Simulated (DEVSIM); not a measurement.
Structure: Al/SiO2/p-InP capacitor, at 300 K.

| layer (left to right) | material | thickness (nm) | Na (cm⁻³) |
|---|---|---|---|
| 1 | SiO2 | 16.0 | - |
| 2 | InP | 1300 | 2.3e17 |

Metal gate on the left, work function 4.1 eV. Fixed charge at the semiconductor interface -3e11 cm⁻² (in units of +e); no interface traps.

This is a model device: material constants are rounded textbook-type values typed into the input, and sizes, dopings and lifetimes were drawn at random. Values at 300 K; Nc and Nv go as T^1.5, mobilities as T to minus their exponent, the gap by Varshni's rule with the affinity fixed.

```tsv
parameter	SiO2	InP
gap (eV)	9	1.344
affinity (eV)	0.9	4.38
permittivity	3.9	12.5
Nc (cm⁻³)	-	5.7e17
Nv (cm⁻³)	-	1.1e19
Varshni α (eV/K)	-	0.000363
Varshni β (K)	-	162
```

Simulated with DEVSIM: 1D Poisson equation in equilibrium, Boltzmann statistics, complete ionisation; no quantum confinement or tunnelling. Metal contacts follow the ideal Schottky-Mott rule: no Fermi-level pinning, no interface dipoles.

Base results: minimum of the low-frequency capacitance (μF/cm²) 0.0847; flat-band voltage (V) -1.30.

**Question.** What follows from this one change: gate work function 4.1 → 4.25 eV?

**Answer.** minimum of the low-frequency capacitance little changed (0.0859 μF/cm²); flat-band voltage -1.30 → -1.15 V.

**Question.** What follows from this one change: temperature 300 → 450 K?

**Answer.** minimum of the low-frequency capacitance 0.0847 → 0.0906 μF/cm²; flat-band voltage -1.30 → -1.18 V.

**Question.** What follows from this one change: substrate doping 2.3e+17 → 4.6e+17 cm^-3?

**Answer.** minimum of the low-frequency capacitance 0.0847 → 0.102 μF/cm²; flat-band voltage -1.30 → -1.32 V.

**Question.** What follows from this one change: fixed charge -3e+11 → 8.7e+11 cm^-2?

**Answer.** minimum of the low-frequency capacitance little changed (0.0857 μF/cm²); flat-band voltage -1.30 → -2.17 V.

**Question.** What follows from this one change: interface trap density 0 → 2e+12 cm^-2 eV^-1?

**Answer.** minimum of the low-frequency capacitance 0.0847 → 0.147 μF/cm²; flat-band voltage -1.30 → -1.75 V.
